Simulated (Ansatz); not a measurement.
Start from Sn in the diamond structure (space group Fd-3m, No. 227; a = 6.4745 Å; relaxed with 0.1 eV smearing). Axes: x, y, z lie along the cube axes.

All numbers come from DFT with LDA, PAW potentials and a 420 eV plane-wave cutoff in Ansatz (a program for electronic structure), no spin-orbit coupling.

Strains are applied to the cell and any free atomic positions relax.

One change was made to it. Results:

| quantity | base | after |
|---|---|---|
| shortest interatomic distance | 2.804 Å | 2.794 Å |
| energy relative to the base (free energy F) | 0 meV/atom | +3.6 meV/atom |

Task: Name the change that was made.
A. tensor shear ε_xy = +2.00 %
B. tensor shear ε_xy = +0.86 %
C. tensor shear ε_xy = +0.29 %
D. tensor shear ε_xy = +1.71 %

Result: D, tensor shear ε_xy = +1.71 %. For comparison, the energy relative to the base in the other runs: tensor shear ε_xy = +2.00 % gives +4.9 meV/atom; tensor shear ε_xy = +0.29 % gives +0.1 meV/atom; tensor shear ε_xy = +0.86 % gives +0.9 meV/atom.

No phonon test of stability was made.
